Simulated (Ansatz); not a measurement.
Consider KCl in the rock salt structure (space group Fm-3m, No. 225).

```cif
data_Cl4K4
_chemical_formula_sum 'K4 Cl4'
_space_group_name_H-M_alt 'Fm-3m'
_space_group_IT_number 225
_space_group_name_Hall '-F 4 2 3'
_cell_length_a 6.38144
_cell_length_b 6.38144
_cell_length_c 6.38144
_cell_angle_alpha 90.000
_cell_angle_beta 90.000
_cell_angle_gamma 90.000
loop_
_atom_site_label
_atom_site_type_symbol
_atom_site_symmetry_multiplicity
_atom_site_Wyckoff_symbol
_atom_site_fract_x
_atom_site_fract_y
_atom_site_fract_z
_atom_site_occupancy
K1 K 4 a 0.00000 0.00000 0.00000 1
Cl1 Cl 4 b 0.50000 0.50000 0.50000 1
```
(The calculation used a cell of 2 atoms; values per cell refer to that cell.)

The values are results of Ansatz (a quantum-chemistry and plane-wave program) PBE, scalar-relativistic without spin-orbit coupling, not measurements.

Before the change:

| Property | Value |
|---|---|
| Valley order | Γ 5.05 eV; X along ⟨100⟩ 6.56 eV |
| Pressure | 0.00 GPa |

Perturbation: an isotropic linear strain of −1.50 %; the atoms relax in the strained cell.

What does the calculation give for the energy relative to the base, valley order and pressure after the change?

The energy goes up by 3.5 meV/atom; the valley order (the lowest conduction-band minima on the path, energy above the VBM, named in the base's zone) goes from Γ 5.05 eV; X along ⟨100⟩ 6.56 eV to Γ 5.20 eV; X along ⟨100⟩ 6.52 eV; the pressure goes from zero to 0.82 GPa.

The levels and masses belong to the bands next to the band gap. No phonon test of stability was made.
